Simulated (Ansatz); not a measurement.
Base system: PbS in the rock salt structure (space group Fm-3m, No. 225).

```
CELL_PARAMETERS angstrom
      0.00000     2.98736     2.98736
      2.98736     0.00000     2.98736
      2.98736     2.98736     0.00000
ATOMIC_POSITIONS crystal
  Pb 0.00000 0.00000 0.00000
  S  0.50000 0.50000 0.50000
```

Calculations: r2SCAN (Ansatz, a first-principles code), without spin-orbit coupling.

Before the change:

* **Density**: 7.45 g/cm³
* **Band gap**: 0.69 eV

Perturbation: cell and atoms relaxed at a pressure of 2.1 GPa.

**Question.** What does the calculation give for the density after the change?

**Answer.** The density goes up by 0.26 g/cm³ (7.45 g/cm³ → 7.71 g/cm³).

**Question.** How does this affect the band gap?

**Answer.** The band gap decreases by 0.13 eV to 0.56 eV.

With Pb present, leaving out spin-orbit coupling can change the band edges. Load acts through the strain it causes; cell and atoms are relaxed under it. Whether these cells are dynamically stable was not tested.
